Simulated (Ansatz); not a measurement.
Take MgO in the rock salt structure (space group Fm-3m, No. 225; a = 4.159 Å) as the base. Axes: x, y, z lie along the cube axes.

One thing is altered: biaxial strain −1.67 %, plane normal [111], relaxed out of plane (Cartesian); in-plane vectors clamped, the third vector and the atoms free.

Calculations: LDA/PAW in Ansatz (a program for electronic structure), no SOC.

Give the band edges at the high-symmetry points of the new zone, measured from its valence-band maximum.


| point | valence edge (eV) | conduction edge (eV) |
|---|---|---|
| Γ | 0.00 | 5.25 |
| T | -0.69 | 8.27 |
| H₂ | -1.99 | 11.72 |
| H₀ | -1.99 | 11.72 |
| L | -0.77 | 8.04 |
| S₀ | -1.39 | 10.05 |
| S₂ | -1.39 | 10.05 |
| F | -1.42 | 8.89 |

The gap is 5.25 eV, direct at Γ.

No phonon test of stability was made. Labels are those of the standard path for the cell's own space group.
